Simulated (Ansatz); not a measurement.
Start from Cu3N (space group Pm-3m, No. 221; a = 3.827 Å).

Method: PBE (Ansatz, an electronic-structure program; PAW; 420 eV plane waves; without spin-orbit coupling).

Before the change:

| Quantity | Result |
|---|---|
| Lattice parameter a | 3.827 Å |
| Hole mass | 0.14, 0.14, 2.1 mₑ (at R) |
| Valley order | M along ⟨110⟩ 0.22 eV; Γ 0.97 eV; X along ⟨100⟩ 1.52 eV |

One thing is altered: a hydrostatic pressure of 0.3 GPa.

Problem. What happens to the lattice parameter a?

Solution. The lattice parameter a shrinks by 0.003 Å to 3.824 Å.

Problem. What happens to the hole mass?

Solution. The hole mass (degenerate bands, along [100]) becomes 0.13, 0.13, 2.1 mₑ (at R) (base: 0.14, 0.14, 2.1 mₑ (at R)).

Problem. What happens to the valley order?

Solution. The valley order (the lowest conduction-band minima on the path, energy above the VBM, named in the base's zone) becomes M along ⟨110⟩ 0.22 eV; Γ 0.98 eV; X along ⟨100⟩ 1.53 eV (base: M along ⟨110⟩ 0.22 eV; Γ 0.97 eV; X along ⟨100⟩ 1.52 eV).

The levels and masses belong to the bands next to the band gap. Load acts through the strain it causes; cell and atoms are relaxed under it. Masses are band curvatures over ±0.01 Å⁻¹ around the edge. Stability against distortions was not tested. The final runs are not spin-polarised.
